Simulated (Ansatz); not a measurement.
Start from SiO2 (space group P3_221, No. 154; a = 4.866 Å, c = 5.365 Å). Axes: x lies along a and z along c of the hexagonal cell.

Structures relaxed with Ansatz (a quantum-chemistry and plane-wave program) LDA, scalar-relativistic without spin-orbit coupling.

Base:

Simulated powder pattern, Cu Kα1, λ = 1.54056 Å (kinematic, ideal powder, no thermal factors, no anomalous dispersion; the 8 strongest lines at most, above 2 %, up to 2θ = 90°):

```csv
2θ (°),I/Imax (%),hkl
21.06,20,(100)
26.88,100,(011)
36.92,9.0,(110)
39.80,9.5,(102)
50.61,12,(112)
60.59,11,(121)
68.45,7.0,(122)
68.80,7.5,(203)
```

One thing is altered: tensile biaxial strain of 0.75 % in the plane normal to [001], as in epitaxy on a mismatched substrate; the out-of-plane cell vector and the atoms relax.

### Question
How do the reflections move or split?

### Answer

Simulated powder pattern, Cu Kα1, λ = 1.54056 Å (kinematic, ideal powder, no thermal factors, no anomalous dispersion; the 8 strongest lines at most, above 2 %, up to 2θ = 90°):

```csv
2θ (°),d (Å),I/Imax (%),hkl
20.91,4.246,20,(100)
26.77,3.327,100,(011)
36.63,2.451,8.3,(110)
39.76,2.265,8.6,(102)
50.43,1.808,13,(112)
60.15,1.537,11,(121)
68.05,1.377,6.8,(122)
68.63,1.366,7.5,(203)
```

The indices refer to the base's conventional cell; one index is shown for lines that coincide.

No phonon test of stability was made.
